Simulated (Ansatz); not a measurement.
N on the 1x1 (111) surface of fcc Rh, one in a 1x1 cell, energies for each (6.4 Å²). Energies are against ½ N2(g), without zero-point or thermal terms; each row is named by its start.

These are PBE (plane waves to 420 eV, PAW; Ansatz, a first-principles code) values and carry that method's errors.

Model: 5-atom slab, 6.5 Å thick at the start under the adsorbate (thin: gaps and levels are the slab's own), 12x12x1 mesh, Fermi-Dirac 0.1 eV, dipole correction, 2 atoms held, the rest relaxed; each run with such symmetry as its start has; spin where the adsorbate may keep a moment, no spin-orbit, no U, no dispersion correction.

A negative adsorption energy means that the adsorbate is more stable on the surface than in its reference. Starts that drift may end in the same place. Heights count from the host atoms within 0.3 Å of the top one.

```csv
starting site,E_ads (eV),height (Å),nearest host atom (Å),bonded to,Δ work function (eV),lateral drift (Å),moment (μB)
top Rh,2.01,1.68,Rh 1.68,Rh,1.69,0.0,0.0
hollow Rh-Rh-Rh over Rh at depth 2.2 Å,1.11,1.18,Rh 1.96,3 Rh,2.06,0.0,–
hollow Rh-Rh-Rh over Rh at depth 4.4 Å,1.14,1.18,Rh 1.96,3 Rh,2.09,0.0,–
bridge Rh-Rh (span 2.7 Å),1.14,1.18,Rh 1.96,3 Rh,2.10,0.8,–
```
